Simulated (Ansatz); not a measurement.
The starting structures come from a database of crystals and need not be the phases stable at ambient conditions.

By PBEsol, the system below comes out a metal.

Crystal: Ta$_{2}$N (P-31m, not sure to be the ambient phase, 9 atoms a cell, 13.3 Å³ an atom, -5 GPa at this level); planes in its conventional cell.

Method: PBEsol (plane waves, PAW; Ansatz, a quantum-chemistry and plane-wave program).

G/A = (e²/h) × open channels of both spins per area, as a mean over 0.1 eV about the Fermi level, without spin-orbit coupling, for the cells as given.

```tsv
plane	area (Å²)	G/A (10¹⁵ S/m²)
(001)	24.3	0.63
(100)	26.2	(withheld)
```

Question: Fill in the missing entries.

Answer: 
- (100), G/A (10¹⁵ S/m²): 0.37
